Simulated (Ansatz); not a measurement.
The starting structures come from a database of crystals and need not be the phases stable at ambient conditions.

The decay constant κ of evanescent states in the gap governs leakage through a thin film.

Given:

```
Ba4OSb2
1.0
    7.51416     0.00000     0.00000
    3.75708     9.20121     0.00000
    3.75708     0.00000     3.75708
Ba Sb O
4 2 1
Direct
  0.67066   0.65868   0.00000
  0.32934   0.34132   0.00000
  0.50000   0.00000   0.50000
  0.00000   0.00000   0.50000
  0.86250   0.27500   0.00000
  0.13750   0.72500   0.00000
  0.50000   0.00000   0.00000
```

Space group of this cell: I4/mmm. The cell is taken as given; by PBEsol its mean pressure is -2.1 GPa.

Transport runs along the normal of the first two printed cell vectors, the (110) plane of the conventional cell.

The gap is the functional's own. No spin-orbit coupling. Mid-gap values are interpolated on the energy grid.

Q: Compute, with PBEsol in Ansatz (a first-principles code), the band gap and the smallest decay constant κ at mid-gap.

A: Gap 0.64 eV on a 8×8×8 mesh; κ = 0.080 1/Å, at (0.000, 0.500) of the in-plane reciprocal vectors. At the zone centre, at the nearest computed energy, the slowest state has κ = 0.10 1/Å.
